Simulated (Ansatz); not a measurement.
Start from MoS2 (space group R3m, No. 160; a = 3.175 Å, c = 18.585 Å (hexagonal axes); layered, stacked along the Cartesian z axis).

Level of theory: r2SCAN+rVV10 in Ansatz (plane waves to 500 eV, PAW, no spin-orbit coupling).

Base values:

| Quantity | Result |
|---|---|
| Gap between the host's bands | 1.02 eV |
| Gap character | indirect, T → k = (0.143, 0.476, -0.191) in the run's primitive reciprocal basis |

Perturbation: hole doping at 2.0×10^21 cm⁻³ (0.108 per cell), with a uniform compensating background at fixed cell and a 300 K Fermi–Dirac width.

Problem. Estimate the effect on the Fermi level from band edge.

Solution. The Fermi level relative to the doped band's edge (positive inside the band; to 0.05 eV) is +0.70 eV.

Problem. How does this affect the gap between the host's bands?

Solution. The gap between the host's bands drops by 0.04 eV to 0.98 eV.

Problem. Estimate the effect on the gap character.

Solution. The gap character stays indirect, T → k = (0.143, 0.476, -0.191) in the run's primitive reciprocal basis.

Charged cell with a jellium background: band edges are those of the host's band count, energies are not comparable with the neutral cell, and many-body gap narrowing is missing. Stability against distortions was not tested.

Ansatz is a first-principles code.
